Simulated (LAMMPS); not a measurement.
Consider Ge (diamond structure), 216 atoms, at 200 K and 0 GPa, heated as the crystal in molecular dynamics.

Model: MD with a machine-learned potential, pair style snap, file Ge_Zuo_JPCA2020.snap; code LAMMPS.

| angle (°) | probability per degree, Ge-Ge-Ge |
|---|---|
| 97.50 | 0.0000 |
| 100.5 | 0.0010 |
| 103.5 | 0.0172 |
| 106.5 | 0.0850 |
| 109.5 | 0.1352 |
| 112.5 | 0.0780 |
| 115.5 | 0.0158 |
| 118.5 | 0.0011 |
| 121.5 | 0.0000 |

Main features:
- state found: crystal; no diffusion seen in 15 ps
- most common Ge-Ge-Ge angle: at the 3° bin centred on 109.5°, after smoothing over three bins (mean of all 109°)

Caution: with SNAP Ge_Zuo_JPCA2020.snap the 0 K volume of this crystal is 7 % off the measured one.
